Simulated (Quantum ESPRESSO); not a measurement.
# Convergence test for Li2MnO3 (C2/m, 12 atoms in the cell)

```yaml
crystal:
  lattice:
    - [2.46850, -4.26600, 0.00000]
    - [2.46850, 4.26600, 0.00000]
    - [-1.67574, 0.00000, 4.74266]
  atoms:
    - { symbol: Mn, position: [0.83292, 0.16708, 0.00000], spin: 4.0 }
    - { symbol: Mn, position: [0.16708, 0.83292, 0.00000], spin: 4.0 }
    - { symbol: Li, position: [0.50000, 0.50000, 0.00000] }
    - { symbol: Li, position: [0.00000, 0.00000, 0.50000] }
    - { symbol: Li, position: [0.33940, 0.66060, 0.50000] }
    - { symbol: Li, position: [0.66060, 0.33940, 0.50000] }
    - { symbol: O, position: [0.21890, 0.21890, 0.22730] }
    - { symbol: O, position: [0.78110, 0.78110, 0.77270] }
    - { symbol: O, position: [0.93281, 0.57519, 0.22330] }
    - { symbol: O, position: [0.42481, 0.06719, 0.77670] }
    - { symbol: O, position: [0.06719, 0.42481, 0.77670] }
    - { symbol: O, position: [0.57519, 0.93281, 0.22330] }
```
(The spins are starting values, not results.)

Method: PBEsol+U, GBRV 1.5 ultrasoft (PBESOL) pseudopotentials (plane waves; Quantum ESPRESSO).

The starting cell comes from a database of published, mostly measured structures (it also holds non-ambient and calculated ones), without a prior relaxation at this level. The magnetic order is the one reached from the typed start; others were not searched systematically. With U or open f shells several self-consistent states can exist.

Held fixed: ecutwfc = 50 Ry; ecutrho = 400 Ry; occupations = smearing; smearing = fermi-dirac; degauss = 0.0073499 Ry; nspin = 2; HUBBARD = ortho-atomic; U Mn-3d 3.9 eV; conv_thr = 1e-10 Ry; mixing_beta = 0.3.

ΔF is the free energy per atom less that of the last row (automatic 5 5 4 0 0 0).

```
K_POINTS               ΔF (meV/atom)  pressure (GPa)  largest force (eV/Å)  gap on the mesh (eV)  size of the net moment (μB/atom)  k-points  plane waves
---------------------  -------------  --------------  --------------------  --------------------  --------------------------------  --------  -----------
automatic 1 1 1 0 0 0           23.0           -0.76                 0.718                     –                              0.50         1         4039
automatic 2 2 2 0 0 0            3.5           -0.40                 0.130                 2.031                              0.50         6         4042
automatic 3 3 2 0 0 0          -0.05           -0.53                 0.104                 2.231                              0.50         8         4040
automatic 3 3 3 0 0 0           0.03           -0.54                 0.099                 2.018                              0.50        10         4040
automatic 5 5 4 0 0 0           0.00           -0.54                 0.100                 1.998                              0.50        33         4048
```

Gap on the mesh within 0.05 eV of the last row: from K_POINTS = automatic 3 3 3 0 0 0 on; the one before it is off by 0.23 eV. Only the last setting checks this, so the series should go further.

Largest force within 0.02 eV/Å of the last row: from K_POINTS = automatic 3 3 2 0 0 0 on; the one before it is off by 0.031 eV/Å. The value it settles on is 0.100 eV/Å at this level of theory and with the other settings as held.

The gap is read on the k-point mesh of the run and can differ from the gap over the whole zone at this level.
